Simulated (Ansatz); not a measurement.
Results of LDA (Ansatz, an electronic-structure program, plane waves, PAW) for MgZn2 (P6₃/mmc, No. 194).

Settings: plane-wave cutoff 520 eV, 12×12×8 k mesh (along the axes of the cell as run), Fermi–Dirac smearing 0.05 eV, scalar-relativistic PAW data made under PBE.

Cell (relaxed at this level):

Space group P6₃/mmc (No. 194); a = b = 5.0455 Å, c = 8.2527 Å, α = β = 90.00°, γ = 120.00°

```json
[
 {"atom": "Mg", "site": "4f", "symmetry": "3m.", "x": "0.3333", "y": "0.6667", "z": "0.0627"},
 {"atom": "Zn", "site": "2a", "symmetry": "-3m.", "x": "0.0000", "y": "0.0000", "z": "0.0000"},
 {"atom": "Zn", "site": "6h", "symmetry": "mm2", "x": "0.3388", "y": "0.1694", "z": "0.2500"}
]
```

Problem. Predict the bulk modulus and pressure derivative B′ of the bulk modulus.

Solution. 
- bulk modulus = 82.3 GPa
- pressure derivative B′ of the bulk modulus = 4.9

The run finds no gap.

Note: the volume lies 10 % below that of the published cell; the bulk modulus comes from volumes at which shape and atoms were relaxed.

The computed numbers hold no vibrational or temperature effects.

Computing time: very roughly 30 core-minutes.
